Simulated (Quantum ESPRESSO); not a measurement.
The steps of a band-structure calculation for Ba2Sb3O7 (Pmm2, 12 atoms in the cell) with Quantum ESPRESSO.

Method of the run: PBEsol, PSlibrary PAW (PBE) pseudopotentials (plane waves; Quantum ESPRESSO 7.5).

Step 1 (scf):

```fortran
&CONTROL
    calculation = 'scf'
    prefix = 'run'
    outdir = './tmp'
    pseudo_dir = './'
    verbosity = 'high'
    tprnfor = .true.
    tstress = .true.
/
&SYSTEM
    ibrav = 8
    A = 4.16768000
    B = 11.71228000
    C = 4.15562000
    nat = 12
    ntyp = 3
    ecutwfc = 55
    ecutrho = 330
    occupations = 'smearing'
    smearing = 'marzari-vanderbilt'
    degauss = 0.0073499
    input_dft = 'pbesol'
/
&ELECTRONS
    conv_thr = 1.0d-9
/
ATOMIC_SPECIES
Ba   137.3270  Ba.pbe-spn-kjpaw_psl.1.0.0.UPF
Sb   121.7600  Sb.pbe-n-kjpaw_psl.1.0.0.UPF
O     15.9990  O.pbe-n-kjpaw_psl.0.1.UPF
ATOMIC_POSITIONS {angstrom}
Ba    2.08384000    3.55537972    2.11932464
Ba    2.08384000    8.15690028    2.11932464
Sb    0.00000000    1.51732587    4.15445643
Sb    0.00000000   10.19495413    4.15445643
Sb    0.00000000    5.85614000    0.25843801
O     2.08384000    5.85614000    3.83272833
O     0.00000000    1.79244733    2.06908320
O     0.00000000    9.91983267    2.06908320
O     2.08384000    1.77558165    4.15499666
O     2.08384000    9.93669835    4.15499666
O     0.00000000    3.70646813    4.11975700
O     0.00000000    8.00581187    4.11975700
K_POINTS {automatic}
4 2 4  0 0 0
```

Step 2 (bands):

```fortran
&CONTROL
    calculation = 'bands'
    prefix = 'run'
    outdir = './tmp'
    pseudo_dir = './'
    verbosity = 'high'
/
&SYSTEM
    ibrav = 8
    A = 4.16768000
    B = 11.71228000
    C = 4.15562000
    nat = 12
    ntyp = 3
    ecutwfc = 55
    ecutrho = 330
    occupations = 'smearing'
    smearing = 'marzari-vanderbilt'
    degauss = 0.0073499
    nbnd = 51
    input_dft = 'pbesol'
/
&ELECTRONS
    conv_thr = 1.0d-9
    startingwfc = 'random'
    diago_thr_init = 1.0d-6
    diagonalization = 'cg'
/
ATOMIC_SPECIES
Ba   137.3270  Ba.pbe-spn-kjpaw_psl.1.0.0.UPF
Sb   121.7600  Sb.pbe-n-kjpaw_psl.1.0.0.UPF
O     15.9990  O.pbe-n-kjpaw_psl.0.1.UPF
ATOMIC_POSITIONS {angstrom}
Ba    2.08384000    3.55537972    2.11932464
Ba    2.08384000    8.15690028    2.11932464
Sb    0.00000000    1.51732587    4.15445643
Sb    0.00000000   10.19495413    4.15445643
Sb    0.00000000    5.85614000    0.25843801
O     2.08384000    5.85614000    3.83272833
O     0.00000000    1.79244733    2.06908320
O     0.00000000    9.91983267    2.06908320
O     2.08384000    1.77558165    4.15499666
O     2.08384000    9.93669835    4.15499666
O     0.00000000    3.70646813    4.11975700
O     0.00000000    8.00581187    4.11975700
K_POINTS {crystal_b}
16
  0.00000000   0.00000000   0.00000000   8  ! G
  0.00000000   0.00000000   0.50000000   8  ! X
  0.50000000   0.00000000   0.50000000   8  ! S
  0.50000000   0.00000000   0.00000000   8  ! Y
  0.00000000   0.00000000   0.00000000   3  ! G
  0.00000000   0.50000000   0.00000000   8  ! Z
  0.00000000   0.50000000   0.50000000   8  ! U
  0.50000000   0.50000000   0.50000000   8  ! R
  0.50000000   0.50000000   0.00000000   8  ! T
  0.00000000   0.50000000   0.00000000   1  ! Z
  0.50000000   0.00000000   0.00000000   3  ! Y
  0.50000000   0.50000000   0.00000000   1  ! T
  0.00000000   0.50000000   0.50000000   3  ! U
  0.00000000   0.00000000   0.50000000   1  ! X
  0.50000000   0.00000000   0.50000000   3  ! S
  0.50000000   0.50000000   0.50000000   1  ! R
```

Step 3 (bands.x):

```fortran
&BANDS
    prefix = 'run'
    outdir = './tmp'
    filband = 'bands.dat'
    lsym = .false.
/
```

Output of bands (abridged):

```
     file Ba.pbe-spn-kjpaw_psl.1.0.0.UPF: wavefunction(s)  5S 6S renormalized
     file Sb.pbe-n-kjpaw_psl.1.0.0.UPF: wavefunction(s)  5S renormalized
     file O.pbe-n-kjpaw_psl.0.1.UPF: wavefunction(s)  2P renormalized

     Atomic positions and unit cell read from directory:
     ./tmp/run.save/
     G-vector sticks info
     --------------------
     sticks:   dense  smooth     PW     G-vecs:    dense   smooth      PW
   [... lines left out ...]
     unit-cell volume          =    1368.8890 (a.u.)^3
   [... lines left out ...]

     negative rho (up, down):  1.993E-06 0.000E+00

     Band Structure Calculation
     CG style diagonalization

     ethr =  1.00E-06,  avg # of iterations = 54.8

     End of band structure calculation

          k = 0.0000 0.0000 0.0000 (  9437 PWs)   bands (ev):

   -18.4571 -18.4451 -11.1306 -11.0336 -10.6080  -9.6135  -9.3806  -9.1809
    -9.1528  -3.7111  -3.6866  -3.6545  -3.6222  -3.4985  -3.4578  -0.6822
     0.7421   1.2259   1.2860   1.3052   1.4570   1.4803   1.7483   3.2948
     3.6897   4.5583   4.5952   5.1532   5.2148   5.3009   5.3038   5.4236
     5.4428   5.7997   5.8487   5.8611   5.8653   6.4567   6.6785   9.0456
    10.8274  11.2265  11.7721  12.1283  12.1973  12.6347  13.1775  13.2801
    13.7005  13.7932  13.9794

          k = 0.0000 0.0000 0.0627 (  9425 PWs)   bands (ev):

   -18.4545 -18.4426 -11.1211 -11.0236 -10.6067  -9.6172  -9.3825  -9.2012
    -9.1725  -3.7071  -3.6803  -3.6488  -3.6252  -3.4925  -3.4633  -0.7135
     0.5041   0.8473   1.3111   1.4846   1.5644   1.7474   1.8074   3.3140
     3.7314   4.5659   4.5895   5.0942   5.1636   5.2835   5.3380   5.4056
     5.4776   5.8018   5.8300   5.8416   5.8666   6.5266   6.6807   8.9836
    10.8310  11.2512  11.8226  12.1213  12.2602  12.6591  13.2176  13.3556
    13.7480  13.7858  13.8298

   [... 78 blocks of this kind left out ...]
```

Output of bands.x (abridged):

```
     Reading xml data from directory:

     ./tmp/run.save/
     file Ba.pbe-spn-kjpaw_psl.1.0.0.UPF: wavefunction(s)  5S 6S renormalized
     file Sb.pbe-n-kjpaw_psl.1.0.0.UPF: wavefunction(s)  5S renormalized
     file O.pbe-n-kjpaw_psl.0.1.UPF: wavefunction(s)  2P renormalized

     G-vector sticks info
     --------------------
     sticks:   dense  smooth     PW     G-vecs:    dense   smooth      PW
     Sum        4567    3061    885               138575    75537   11739

     negative rho (up, down):  1.993E-06 0.000E+00
     Reading collected, re-writing distributed wavefunctions
     high-symmetry point:  0.0000 0.0000 0.0000   x coordinate   0.0000
     high-symmetry point:  0.0000 0.0000 0.5015   x coordinate   0.5015
     high-symmetry point:  0.5000 0.0000 0.5015   x coordinate   1.0015
     high-symmetry point:  0.5000 0.0000 0.0000   x coordinate   1.5029
     high-symmetry point:  0.0000 0.0000 0.0000   x coordinate   2.0029
     high-symmetry point:  0.0000 0.1779 0.0000   x coordinate   2.1808
   [... 5 lines left out ...]
     high-symmetry point:  0.5000 0.1779 0.0000   x coordinate   4.3616
     high-symmetry point:  0.0000 0.1779 0.5015   x coordinate   4.3616
     high-symmetry point:  0.0000 0.0000 0.5015   x coordinate   4.5396
     high-symmetry point:  0.5000 0.0000 0.5015   x coordinate   4.5396
     high-symmetry point:  0.5000 0.1779 0.5015   x coordinate   4.7175

     Plottable bands (eV) written to file bands.dat.gnu
     Bands written to file bands.dat

   JOB DONE.
```

The starting cell comes from a database of computed structures (which also holds hypothetical and non-ambient phases and stackings), without a prior relaxation at this level. Spin-orbit coupling is off.
